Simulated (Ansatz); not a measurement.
Consider Sn in the diamond structure (space group Fd-3m, No. 227; a = 6.566 Å). Axes: x, y, z lie along the cube axes.

The values are results of r2SCAN/PAW in Ansatz (a quantum-chemistry and plane-wave program), no SOC, not measurements.

Base values:

The pressure is 0.0 GPa and the volume per atom comes out as 35.39 Å³.

The change: biaxial strain +2.50 %, plane normal [001], relaxed out of plane (Cartesian); in-plane vectors clamped, the third vector and the atoms free.

**Question.** Estimate the effect on the pressure and volume per atom.

**Answer.** The pressure (mean of the normal stresses, compression positive) goes from zero to -1.0 GPa; the volume per atom increases by 0.92 Å³ (35.39 Å³ → 36.31 Å³).

No phonon test of stability was made.
